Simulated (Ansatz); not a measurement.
# Thermal expansion of Na (bcc (W type), Im-3m)

Method: quasi-harmonic approximation, PBE density-functional theory in Ansatz (plane waves, PAW); phonon mesh 4×4×4, k mesh 12×12×12. The run noted for some of its cells that some bands missed the eigensolver's tolerance.

```tsv
T (K)	α_L (10⁻⁶/K)	C_P (J/mol/K)	bulk modulus B_T (GPa)	γ
50	39.5	15.9	7.4	1.26
100	58.3	22.6	7.2	1.29
150	65.6	24.7	6.9	1.31
200	70.6	25.8	6.6	1.33
250	75.2	26.6	6.3	1.35
```

```
Quantity                                         Result
---------------------------------------  --------------
conventional lattice constants at 250 K     a = 4.272 Å
entropy at 250 K                         47.0 J/(mol K)
adiabatic bulk modulus at 250 K                 6.8 GPa
bulk modulus without vibrations                 7.8 GPa
zero-point volume expansion                      1.16 %
```

The crystal is held in this phase throughout; melting and phase transitions are not modelled.

Ansatz is a program for electronic structure.
